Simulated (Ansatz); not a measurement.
The starting structures come from a database of crystals and need not be the phases stable at ambient conditions.

 Where the default PAW files enter, the runs use the earlier of Ansatz's two default sets.

Evanescent states of K2HfF6 (Fm-3m, not sure to be the ambient phase, 9 atoms a cell, 18.7 Å³ an atom) along the normal of (001)

These are PBEsol (plane waves, PAW; Ansatz, an electronic-structure program) values and carry that method's errors.

No gap correction and no spin-orbit coupling; mid-gap values are interpolated between computed energies.

Energies count from the valence-band top; κ is the least over a 6×6 mesh across the current.

```tsv
E (eV)	κ (1/Å)	where
0.15	0.341	Γ
0.47	0.441	Γ
0.78	0.499	Γ
1.08	0.536	Γ
1.40	0.561	Γ
1.71	0.578	Γ
2.02	0.588	Γ
2.33	0.593	Γ
2.63	0.594	Γ
2.94	0.590	Γ
3.25	0.583	Γ
3.56	0.572	Γ
3.88	0.558	Γ
4.18	0.540	Γ
4.50	0.519	Γ
4.80	0.493	Γ
5.12	0.462	Γ
5.42	0.426	Γ
5.74	0.382	Γ
6.04	0.329	Γ
6.36	0.259	Γ
6.67	0.151	Γ
```

How thick must the barrier be to attenuate the transmission by 10^4 when the electrodes' Fermi level lies at 6.36 eV, and what attenuation does that film give at 0.78 eV?

d = 4 ln 10 / (2 × 0.259) = 17.8 Å. At 0.78 eV it gives 4 × 0.499/0.259 = 7.7 decades.
